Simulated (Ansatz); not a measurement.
Worked example: self-consistent single point of AlReW₂O₈ (P1, 12 atoms in the cell) in Ansatz (an electronic-structure program).

Method: PBEsol, default PAW files made with PBE (plane waves; Ansatz).

```
AlRe(WO4)2
1.0
    5.03293     0.00000     0.00000
   -0.07623     5.64525     0.00000
   -2.03476    -2.63778     5.02457
Al Re W O
1 1 2 8
Direct
  0.56768   0.23286   0.93328
  0.02235   0.77725   0.89706
  0.26193   0.59817   0.39000
  0.77945   0.96376   0.40752
  0.33270   0.30891   0.12063
  0.21282   0.53884   0.66643
  0.35662   0.82000   0.20875
  0.22116   0.99022   0.62083
  0.79324   0.03940   0.10362
  0.72653   0.24155   0.69098
  0.69288   0.73917   0.58614
  0.83254   0.57138   0.17868
```
Moments meant for the start (each program seeds them in its own way; μB, in the order of the atoms Al Re W W O O O O O O O O): 0.0 1.0 1.0 1.0 0.0 0.0 0.0 0.0 0.0 0.0 0.0 0.0.

Reference input (self-consistent single point, DFT, PBEsol, plane waves, default PAW files made with PBE): basis.ecutwfc = 420 eV; kpoints.mp_grid.grid = 5 4 4; hamiltonian.xc = pbesol; hamiltonian.pseudopotentials = {kind: paw} (the program's default PAW files); magnetization.spin_polarized = true; scf.occupations.method = fermi_dirac; scf.occupations.width = 0.1 eV. This run's input differs from it in these lines:

Ansatz 0.2 input:
```diff
@@ -19,3 +19,3 @@
 basis:
-  ecutwfc: 420.0
+  ecutwfc: 335.0
 kpoints:
```

The program printed (abridged):

```
SCF iter   1: F=—  HF=-36261.729961 eV  |F-HF|=—  |Δ(HF+E_count)|=         —  Δρ=6.27e-2 (↑6.27e-2 ↓3.32e-2)  dr2=2.10e1  dr2_m=6.75e-1  M=2.066 μB ∫|m|=2.157 μB  β_m=0.30  ethr=3.10e-3  ⟨swp⟩=5.9  Hψ=18725  notcnv=0  defer=27
Mixer restart at iter 1: flushing history
all-band conjugate gradients solve this SCF's bands
preconditioner: auto → Kerker (q_TF=auto, 2.545 Å⁻¹)
   [... lines left out ...]
SCF iter  17: F=—  HF=-36260.042191 eV  |F-HF|=—  |Δ(HF+E_count)|=   7.45e-9  Δρ=4.01e-6 (↑3.04e-6 ↓4.01e-6)  dr2=6.04e-8  dr2_m=2.42e-9  M=2.032 μB ∫|m|=4.240 μB  β_m=0.83  ethr=1.47e-10  ⟨swp⟩=2.0  Hψ=7635  notcnv=0  defer=119
SCF iter  18: F=-36260.042191 eV  HF=-36260.042191 eV  |F-HF|=8.42e-9  |Δ(HF+E_count)|=   1.73e-9  Δρ=1.44e-6 (↑1.07e-6 ↓1.44e-6)  dr2=1.20e-8  dr2_m=3.21e-10  M=2.032 μB ∫|m|=4.240 μB  ethr=6.43e-11  ⟨swp⟩=9.5  Hψ=16784  notcnv=0
SCF 1 converged in 18 iterations: F = -36260.042191 eV  dr2 = 1.20e-8
WARN: the starting moments were not kept: 2 of 3 ended reversed and 1 kept their direction, counting a site from 0.1 μB …
Magnetization: 2.0323 μB (48.0161 up, 45.9839 down)
   [... lines left out ...]
Absolute magnetization: 4.2507 μB (∫|ρ↑−ρ↓|, with the PAW one-centre terms)
Free energy (F): -36260.042191 eV
Fermi energy:    11.485424 eV
   [... lines left out ...]
  atom  12  O      0.43356179    -0.08958940     0.71395020
--- Stress (GPa, compression-positive) ---
      -15.777294       0.982660       1.047348
        0.982658     -10.308299       1.141577
        1.047348       1.141573     -16.501326
  P = ⅓ Tr σ = -14.1956 GPa (-141.956 kbar)
  The stress holds the Pulay correction. Without it, at fixed plane waves, as pw.x and ABINIT print it: P = -24.9759 GPa
```

The run converged in 18 iterations. Against the reference run the free energy rises by 106 meV/atom, the pressure goes from -13.99 to -14.20 GPa, the largest force goes from 1.852 to 1.873 eV/Å and the size of the net moment stays at 0.17 μB/atom.

The starting cell comes from a database of computed structures (which also holds hypothetical and non-ambient phases and stackings), without a prior relaxation at this level. The magnetic order is the one reached from the typed start; others were not searched systematically. The program warned that a starting moment was not kept. Forces in this geometry exceed 1 eV/Å. Ansatz's pressure includes its estimate of the finite-basis (Pulay) stress. Without the estimate this run gives -24.98 GPa. The cutoff lies below the one recommended for these files.

Cost on one core of a shared machine: roughly 80 s.
